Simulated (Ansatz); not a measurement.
Data:

End structure of a constructed model of the (110) surface of bcc W, a layer of Cu in place of the second plane (bottom of the slab: a bare face, its two planes held):

```xyz
6
Lattice="2.7577 0.0000 0.0000 -0.9192 2.6000 0.0000 0.0000 0.0000 27.0000" Properties=species:S:1:pos:R:3 pbc="T T T"
W      0.9192     1.3000     8.0509
W      0.0000     0.0000    10.3026
W      0.9192     1.3000    12.5575
W      0.0000     0.0000    14.7765
Cu     0.9192     1.3000    16.8858
W      0.0000     0.0000    18.9753
```

Set-up: 6 atoms, 10.9 Å thick at the start with caps and adatoms (thin: gaps and levels are the slab's own); mesh 14x14x1; 0.1 eV smearing; dipole correction on; 2 atoms held, the rest relaxed; symmetry of the start imposed; no spin, no spin-orbit, no U. It is one candidate, not shown to be the stable structure of the face.

Give the work function of the top face at the level PBE (Ansatz, a quantum-chemistry and plane-wave program).

5.41 eV
